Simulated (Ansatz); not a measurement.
HfC: energy against strain

HfC (rock salt, Fm-3m, 12.223 Å³/atom and stress up to 0.01 GPa in the relaxed cell) under an equal strain ε in the (111) plane with the normal axis free, as in a coherent film. PBEsol in Ansatz, a plane-wave DFT program (PAW, default set), 420 eV, 22×22×22 Γ-centred mesh, Fermi-Dirac smearing 0.10 eV; ions are relaxed, or left where forces stay under 0.02 eV/Å, within the symmetry of each cell.

Here s stands for strain and y for E less E0.

```
strain (%)  E less E0 (meV/atom)
----------  --------------------
-2.50                          ?
-1.25                       6.60
-0.83                       2.88
-0.42                       0.73
0.00                        0.00
0.42                        0.73
0.83                        2.80
1.25                        6.30
```

The 7 complete rows are fitted with a parabola, y against s. Least squares gives y = 0.000 - 0.0909·s + 4.1273·s². Residuals (row less fit): 0.037, -0.039, -0.036, 0.000, 0.040, 0.032, -0.035; standard error 0.045 (degrees of freedom: 4). The quadratic coefficient over the volume, 4.1273 meV × 10⁴ × 0.1602 / 12.223 Å³, is the biaxial elastic modulus of this plane = about 540 GPa.

**Question.** What does the fit predict for y at s = -2.50, and how far is the calculated value from it?

**Answer.** y = 0.000 - 0.0909 × (-2.50) + 4.1273 × (-2.50)² = 26.023 meV/atom. The calculation gives 27.09 meV/atom, 1.067 meV/atom above the prediction (3.9 % of the range of y in the table). The row lies outside the fitted rows, so this is an extrapolation. From the scatter of the fitted rows alone, a prediction at this place has a standard error of 0.172 meV/atom, so the miss is 6.2 times that.

A polynomial of degree 3 through the 12 other runs of the series gives 27.08 there, so most of the miss is curvature that the fit leaves out. In a metal these values are sensitive to mesh and smearing; energies are taken to zero smearing, stresses follow the free energy. Rows are the converged runs of the series near zero and its far end; series whose fitted rows scatter by over a few per cent of the range, as at a crossing or softening among them, aren't shown in this form, nor equations of state whose B0' disagrees with the runs' pressures. Most that stay on the fit to the last digits aren't either.
